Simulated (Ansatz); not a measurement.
## PbI₂ (P6₃mc, No. 186)

All values below come from LDA (plane waves, PAW; Ansatz, a quantum-chemistry and plane-wave program).

Numerical settings: plane-wave cutoff 500 eV, 12×12×4 k mesh (along the axes of the cell as run), gaussian smearing 0.02 eV, scalar-relativistic PAW data made under PBE.

Cell (relaxed at this level):

```cif
data_I4Pb2
_chemical_formula_sum 'Pb2 I4'
_space_group_name_H-M_alt 'P63mc'
_space_group_IT_number 186
_space_group_name_Hall 'P 6c -2c'
_cell_length_a 4.46361
_cell_length_b 4.46361
_cell_length_c 13.64902
_cell_angle_alpha 90.000
_cell_angle_beta 90.000
_cell_angle_gamma 120.000
loop_
_atom_site_label
_atom_site_type_symbol
_atom_site_symmetry_multiplicity
_atom_site_Wyckoff_symbol
_atom_site_fract_x
_atom_site_fract_y
_atom_site_fract_z
_atom_site_occupancy
Pb1 Pb 2 b 0.33333 0.66667 0.99999 1
I1 I 2 b 0.33333 0.66667 0.36320 1
I2 I 2 a 0.00000 0.00000 0.13681 1
```

```
Property                       Result
--------  ---------------------------
band gap  1.92 eV (on the SCF k mesh)
```

Note: the volume lies 6 % below that of the published cell.

Spin–orbit coupling is not included; with these elements it can move the gap by several tenths of an eV or more.

The computed numbers hold no vibrational or temperature effects.

The result took about 8 core-minutes (a rough figure).
